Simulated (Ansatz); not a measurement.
SrNbO3 in the cubic perovskite structure (space group Pm-3m, No. 221; a cell from a computed database, its experimental status unchecked)

```xyz
5
Lattice="4.0178 0.0000 0.0000 0.0000 4.0178 0.0000 0.0000 0.0000 4.0178" Properties=species:S:1:pos:R:3 pbc="T T T"
Sr     2.0089     2.0089     2.0089
Nb     0.0000     0.0000     0.0000
O      0.0000     2.0089     0.0000
O      2.0089     0.0000     0.0000
O      0.0000     0.0000     2.0089
```

The values are results of PBEsol (Ansatz, a first-principles code; PAW; 420 eV plane waves; no spin-orbit coupling), not measurements. Settings: 12×12×12 k-points, 0.05 eV Fermi–Dirac smearing.

```yaml
volume_per_atom: 12.97 Å³
density: 5.85 g/cm³
band_gap: zero
total_energy: -1935.433 eV/atom (σ→0; compares only within this code and set-up)
```

No phonon test of stability was made. No Hubbard U is applied, and correlation can decide whether such a compound is a metal. The final runs are not spin-polarised. An odd electron count without spin: SrNbO3. Many cubic perovskites are stable only at high temperature; tilts and polar distortions were not tested.
